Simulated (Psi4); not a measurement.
Psi4 1.11, B3LYP/def2-svpd: Mo(O)(NMe)(Cl)(OH) (C[N]=[Mo](=[O])([OH])[Cl]), 10 atoms. The geometry is a generated start, not checked to be a minimum at this level.

| Property | Result |
|---|---|
| task | energy |
| method | b3lyp |
| basis | def2-svpd |
| memory | 3 GB |
| maxiter | 100 |
| keys of the molecule block | symmetry c1 |
| scf_type | df (default) |
| e_convergence | 1e-06 (default) |
| d_convergence | 1e-06 (default) |
| dft_radial_points | 75 (default) |
| dft_spherical_points | 302 (default) |
| effective core potentials | those of the basis set, past Kr |
| basis functions | 179 |
| grid points | 216094 |

```xyz
10

Mo     0.2635     0.7917     0.9590
O      1.8735     0.9265     1.2718
N     -0.0472    -0.1008    -0.4956
C     -0.0049    -0.9042    -1.6548
H      0.5340    -1.8337    -1.4415
H     -1.0148    -1.1600    -1.9941
H      0.5179    -0.3847    -2.4654
Cl    -0.3861     2.8198     0.4255
O     -0.6939     0.1525     2.3134
H     -1.0420    -0.3073     3.0817
```

Charge 0 and multiplicity 1 are set for this test and not shown to be the ground state.

With the defaults (diis = true, scf_initial_accelerator = adiis, damping_percentage = 0, diis_max_vecs = 10, diis_start = 1, guess = auto, which took SAD, level_shift = 0, level_shift_cutoff = 0.01, soscf = false, soscf_start_convergence = 0.01) it converges in 12 SCF iterations. One run each on 2 threads, with these changes:
- guess = huckel
- level_shift = 0.5, level_shift_cutoff = 0.001
- diis = false, scf_initial_accelerator = none, damping_percentage = 60
- guess = sapgau
- diis_max_vecs = 20
- diis_start = 4
- soscf = true
- guess = modhuckel
- soscf = true, soscf_start_convergence = 0.001

Q: Which runs fail or end elsewhere than the default run?

A: No convergence: diis = false, scf_initial_accelerator = none, damping_percentage = 60 (the run ends without SCF convergence in 100 iterations). The rest reach the solution of the defaults.

```json
[
 {"setting": "soscf = true", "SCF iterations": "10", "JK calls": "41", "end": "same solution"},
 {"setting": "soscf = true, soscf_start_convergence = 0.001", "SCF iterations": "10", "JK calls": "26", "end": "same solution"},
 {"setting": "the defaults", "SCF iterations": "12", "JK calls": "13", "end": "same solution"},
 {"setting": "diis_max_vecs = 20", "SCF iterations": "12", "JK calls": "13", "end": "same solution"},
 {"setting": "guess = huckel", "SCF iterations": "13", "JK calls": "53", "end": "same solution"},
 {"setting": "level_shift = 0.5, level_shift_cutoff = 0.001", "SCF iterations": "13", "JK calls": "14", "end": "same solution"},
 {"setting": "guess = modhuckel", "SCF iterations": "14", "JK calls": "54", "end": "same solution"},
 {"setting": "diis_start = 4", "SCF iterations": "21", "JK calls": "22", "end": "same solution"},
 {"setting": "guess = sapgau", "SCF iterations": "24", "JK calls": "24", "end": "same solution"},
 {"setting": "diis = false, scf_initial_accelerator = none, damping_percentage = 60", "SCF iterations": "100", "JK calls": "101", "end": "no convergence"}
]
```

An SOSCF iteration holds several JK calls; a Hückel guess adds calls on atoms. 1 further run of the study ended by our limits or in an error and is left out.
